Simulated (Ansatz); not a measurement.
Subject: the energy of configuration A over configuration B. The value is E(A) − E(B).

A: a slab of Cu (fcc, Fm-3m) cut along (111), 18 atoms, hexagonal cell of 5.13 Å (22.8 Å²), symmetry P3m1, 8.9 Å thick under 16 Å of vacuum, in-plane vectors held at the crystal's; planes from bottom to top: Cu4 × 4 | C | O, its two faces unlike (dipole correction applied); added, foreign or displaced atoms, above the top plane: CO bound through C to 3 Cu at 2.04 Å; spin state with PBE: run without spin.

B: a slab of Cu (fcc, Fm-3m) cut along (111), 18 atoms, hexagonal cell of 5.13 Å (22.8 Å²), symmetry P3m1, 9.3 Å thick under 16 Å of vacuum, in-plane vectors held at the crystal's; planes from bottom to top: Cu4 × 4 | C | O; added, foreign or displaced atoms, above the top plane: CO bound through C to 1 Cu at 1.85 Å; spin state with PBE: run without spin.

Method: Ansatz (a quantum-chemistry and plane-wave program), PAW, neutral cells at 0 K with nuclei at rest, on structures from PBE. Ansatz runs with its default PAW set. Other levels take these structures. The lattices are those relaxed with PBE, so at other levels the solids can be strained, which adds to the spread. A dispersion term (D3(BJ), or D4 for r2SCAN) was computed beside these levels and is taken off wherever the name lacks it. No Hubbard U is applied. Cell A has symmetry P3m1 and got no random move, so less symmetric positions, which may lie lower, weren't tried. Cell B has symmetry P3m1 and got no random move, so less symmetric positions, which may lie lower, weren't tried.

Levels: PBE, LDA, PBEsol, RPBE, r2SCAN, r2SCAN+D4.

Do the levels agree on which is lower?

A: PBE (-0.12), LDA (-0.30), PBEsol (-0.23), r2SCAN (-0.10), r2SCAN+D4 (-0.11); too close to call: RPBE (-0.04) (values in eV; within 0.05 eV of zero counts as too close to call). The levels span 0.26 eV, from LDA (-0.30) to RPBE (-0.04).
